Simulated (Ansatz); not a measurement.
## BaTiO3: pressure series

Start from BaTiO3 in the cubic perovskite structure (space group Pm-3m, No. 221; a = 3.970 Å).

Cell and atoms are relaxed at each pressure.

Computed with Ansatz (a quantum-chemistry and plane-wave program), PBEsol, PAW, cutoff 420 eV, scalar-relativistic without spin-orbit coupling.

Notes on the quantities. enthalpy: H = E + PV relative to the base's energy.

| change | gap character | volume per atom | enthalpy |
|---|---|---|---|
| base | indirect, R → Γ | 12.51 Å³ | – |
| pressure −2 GPa | indirect, R → Γ | 12.66 Å³ | -0.16 eV/atom |
| pressure −1 GPa | indirect, R → Γ | [?] | -0.08 eV/atom |
| pressure 1.8 GPa | indirect, R → Γ | 12.39 Å³ | +0.14 eV/atom |
| pressure 4.2 GPa | indirect, R → Γ | [?] | +0.32 eV/atom |
| pressure 9 GPa | indirect, R → Γ | 11.96 Å³ | +0.69 eV/atom |
| pressure 18 GPa | direct at Γ | [?] | +1.35 eV/atom |
| pressure 45 GPa | direct at Γ | 10.55 Å³ | +3.20 eV/atom |
| pressure 60 GPa | direct at Γ | [?] | +4.17 eV/atom |

Problem. Fill in the withheld entries from the trend.

Solution. 
- pressure −1 GPa, volume per atom: 12.58 Å³
- pressure 4.2 GPa, volume per atom: 12.24 Å³
- pressure 18 GPa, volume per atom: 11.52 Å³
- pressure 60 GPa, volume per atom: 10.15 Å³

Load acts through the strain it causes; cell and atoms are relaxed under it. Whether these cells are dynamically stable was not tested. Competing high-pressure phases were not computed. The final runs are not spin-polarised. Many cubic perovskites are stable only at high temperature; tilts and polar distortions were not tested. This is not the structure that BaTiO3 has at room temperature and ambient pressure.
